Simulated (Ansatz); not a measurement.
An Ansatz (a first-principles code) input (Ansatz, PBEsol, PAW, cutoff 420 eV, without spin-orbit coupling):

Ansatz 0.2 input:
```yaml
crystal:
  lattice:
    - [2.7473554835, 0, 0]
    - [0, 2.7473554835, 0]
    - [0, 0, 2.7473554835]
  atoms:
    - { symbol: Zn, position: [0, 0, 0] }
    - { symbol: Cu, position: [0.5, 0.5, 0.5] }
basis: { ecutwfc: 420, ecutrho_ratio: 4, xc_grid: 2, fft_grid_basis: typed }
kpoints: { mp_grid: { grid: [20, 20, 20] } }
hamiltonian:
  xc: pbesol
  dispersion: none
  pseudopotentials: { kind: paw }
scf: { occupations: { method: fermi_dirac, width: 0.1 }, convergence: { dr2_threshold: 0.0000000002 } }
relax: { f_tol: 0.005, max_steps: 50 }
output: { forces: true, stress: true }
checkpoint: { write: state.ck, write_every: 1000 }
```

Task: Which symmetry and how many k-points will the program report, and about how many plane waves at Γ?

Result: Space group Pm-3m (ITA 221) with 48 operations, k-points 286 of 8000, and 437 plane waves at Γ.

Task: And the final pressure?

Result: 35.70 GPa (compression positive).

The cells carry an imposed strain or load. Whether these cells are dynamically stable was not tested. The final runs are not spin-polarised. The cell was made from ZnCu in the CsCl type structure (space group Pm-3m, No. 221) by this change: isotropic strain −5.54 %.
